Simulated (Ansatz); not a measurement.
# Effect of uniaxial stress, 8 GPa compression along z on Sr

The reference is Sr in the fcc (Cu type) structure (space group Fm-3m, No. 225; a = 6.105 Å; relaxed with 0.1 eV smearing). Axes: x, y, z lie along the cube axes.

The change: uniaxial stress, 8 GPa compression along z; all other stress components relax to zero.

Calculations: Ansatz (a first-principles code) r2SCAN, no spin-orbit coupling, earlier PAW set. Settings: 19×19×19 k-points, 0.1 eV Fermi–Dirac smearing.

The volume per atom falls by 8.60 Å³ to 48.28 Å³ and the shortest interatomic distance shrinks by 0.729 Å, from 4.317 Å to 3.588 Å. The energy goes up by 0.260 eV/atom and the band gap stays zero. The strain response (xx, yy, zz) is (+20.17, +20.17, −41.22) %.

Final structure:

```
Sr
1.0
    0.00000     3.66798     1.79408
    3.66798     0.00000     1.79408
    3.66798     3.66798     0.00000
Sr
1
Direct
  0.00000   0.00000   0.00000
```

Stability under load was not tested beyond the relaxation. Under uniaxial stress, 8 GPa compression along z the cell changed shape so far that it is another structure.
